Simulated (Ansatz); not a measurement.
The reference is SnO2 in the rutile structure (space group P4_2/mnm, No. 136; a = 4.760 Å, c = 3.201 Å).

The other end (x = 1) is SiO$_{2}$ in the rutile structure (space group P4_2/mnm, No. 136): 7.79 Å³/atom, gap 6.51 eV.

Calculations: r2SCAN/PAW in Ansatz (a first-principles code), no spin-orbit coupling.

Si replaces a fraction x of Sn; each row is one arrangement (x, atoms in the cell, starting space group or random), fully relaxed.

One change was made to it. Results:

| quantity | base | after |
|---|---|---|
| mixing energy | – | +101 meV/atom |
| valence-band top at Γ (three highest levels, from the VBM) | 0.00, -0.77, -0.77 eV | 0.00, -0.87, -0.92 eV |
| volume per atom | 12.09 Å³ | 8.76 Å³ |

Question: Which change produced these results?
(A) x(Si) = 0.5, 12 atoms, P2_1/c
(B) x(Si) = 0.5, 12 atoms, Pmn2_1
(C) x(Si) = 0.25, 12 atoms, C2/m
(D) x(Si) = 0.75, 12 atoms, C2/m
(E) x(Si) = 0.5, 12 atoms, Pmmm

Answer: D, x(Si) = 0.75, 12 atoms, C2/m. For comparison, the valence-band top at Γ in the other runs: x(Si) = 0.5, 12 atoms, Pmn2_1 gives 0.00, -0.82, -0.90 eV; x(Si) = 0.25, 12 atoms, C2/m gives 0.00, -0.65, -0.83 eV; x(Si) = 0.5, 12 atoms, P2_1/c gives 0.00, -0.88, -0.93 eV; x(Si) = 0.5, 12 atoms, Pmmm gives 0.00, -0.94, -0.95 eV.

Each cell is one ordered arrangement of few atoms, which overstates ordering effects compared with a random alloy. Whether these cells are dynamically stable was not tested.
